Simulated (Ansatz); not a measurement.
Cells marked so need not be the phases stable at ambient conditions, and some may be hypothetical.

 Where the default PAW files enter, the runs use the earlier of Ansatz's two default sets.

No gap correction and no spin-orbit coupling; mid-gap values are interpolated between computed energies.

A. SrAlGeH (P3m1, not sure to be the ambient phase, 4 atoms a cell, 19.6 Å³ an atom), along the normal of (100)
B. Y2C(NO)2 (P-3m1, not sure to be the ambient phase, 7 atoms a cell, 13.8 Å³ an atom), along the normal of (001)
C. YHSe (P-6m2, not sure to be the ambient phase, 3 atoms a cell, 16.7 Å³ an atom), along the normal of (001)

### Question
Rank these by mid-gap decay constant of the slowest evanescent state (lowest first), as Ansatz (a program for electronic structure) with r2SCAN gives it.

### Answer
A (0.10 1/Å), C (0.22 1/Å), B (0.39 1/Å)
